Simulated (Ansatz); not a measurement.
The reference is WC (space group P-6m2, No. 187; relaxed with 0.1 eV smearing).

```
CELL_PARAMETERS angstrom
      2.88431     0.00000     0.00000
     -1.44215     2.49788     0.00000
      0.00000     0.00000     2.81153
ATOMIC_POSITIONS crystal
  W  0.00000 0.00000 0.00000
  C  0.33333 0.66667 0.50000
```

Cartesian axes are those of the cell as printed.

Calculations: LDA (Ansatz, an electronic-structure program, PAW, no SOC).

For the base:

| Quantity | Result |
|---|---|
| Pressure | 0.0 GPa |
| Shortest interatomic distance | 2.179 Å |

Modification: uniaxial strain ε_zz = +2.00 %, all other strain components held at zero; the atoms relax in the strained cell.

Task: How does this affect the energy relative to the base, pressure and shortest interatomic distance?

Result: The energy grows by 12 meV/atom; the pressure (mean of the normal stresses, compression positive) goes from zero to -8.8 GPa; the shortest interatomic distance grows by 0.0182 Å, from 2.179 Å to 2.198 Å.

Whether these cells are dynamically stable was not tested. All final runs are without spin polarisation.
